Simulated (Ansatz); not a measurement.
TlBiS2: transverse stress against strain

TlBiS2 (R-3m, 26.133 Å³/atom and stress up to 0.01 GPa in the relaxed cell, c along z) under a strain ε along c (axis z), the other axes held. PBEsol in Ansatz, a plane-wave DFT program (PAW, default set), 420 eV, 9×9×9 Γ-centred mesh, Fermi-Dirac smearing 0.05 eV; ions are relaxed, or left where forces stay under 0.02 eV/Å, within the symmetry of each cell. Stress is positive for a compressed cell.

Here s stands for strain and y for stress xx.

```csv
strain (%),stress xx (GPa)
-1.20,0.43
-0.60,0.21
0.00,-0.01
0.60,-0.21
1.20,-0.40
3.00,?
```

The 5 complete rows are fitted with a straight line, y against s. Means: s 0, y 0.004. About the means, the sum of products is -1.2480 and the sum of squares of s is 3.6000; the slope is their ratio. Least squares gives y = 0.004 - 0.3467·s. Residuals (row less fit): 0.010, -0.002, -0.014, -0.006, 0.012; standard error 0.013 (degrees of freedom: 3). The slope gives the elastic constant C13 = 34.7 ± 0.7 GPa (± standard error of the fit, which holds the terms cut off).

**Question.** Predict the withheld y at s = 3.00 from the fit, and compare with the calculation.

**Answer.** y = 0.004 - 0.3467 × 3.0 = -1.036 GPa. The calculation gives -0.93 GPa, 0.106 GPa above the prediction (7.8 % of the range of y in the table). The row lies outside the fitted rows, so this is an extrapolation. From the scatter of the fitted rows alone, a prediction at this place has a standard error of 0.024 GPa, so the miss is 4.4 times that.

A polynomial of degree 2 through the 10 other runs of the series gives -0.92 there, so most of the miss is curvature that the fit leaves out. The start is a measured cell from the literature; how it stands against other phases or cation orders wasn't checked. Spin-orbit coupling is left out, which can shift these values for the heavy elements here. Rows are the converged runs of the series near zero and its far end, less any whose ions stayed unrelaxed beside relaxed ones; series whose fitted rows scatter by over a few per cent of the range, as at a crossing or softening among them, aren't shown in this form. Most that stay on the fit to the last digits aren't either.
